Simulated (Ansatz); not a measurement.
SiGe (model structure, started from the PtS type, P4₂/mmc, No. 131, 4 atoms in the cell)

The numbers are results of PBEsol (PAW; Ansatz, a first-principles code), not measurements.

Settings: plane-wave cutoff 500 eV, 12×12×6 k mesh (along the axes of the cell as run), Fermi–Dirac smearing 0.05 eV, scalar-relativistic PAW data made under PBE.

Cell (relaxed at this level):

```
CELL_PARAMETERS angstrom
      3.55635     0.00000     0.00000
      0.00000     3.55635     0.00000
      0.00000     0.00000     6.65461
ATOMIC_POSITIONS crystal
  Ge 0.00000 0.50000 0.00000
  Ge 0.50000 0.00000 0.50000
  Si 0.00000 0.00000 0.25000
  Si 0.00000 0.00000 0.75000
```

| Item | Result |
|---|---|
| band gap | zero (no gap) |

Note: the relaxation could raise the start's symmetry but not lower it, so the cell can be a saddle point.

Spin–orbit coupling is not included.

Computed values are for the static lattice.

A model structure was made by putting elements into a prototype or built by hand; it is no filed structure, need not be a known phase, and can be a saddle point held by its symmetry.
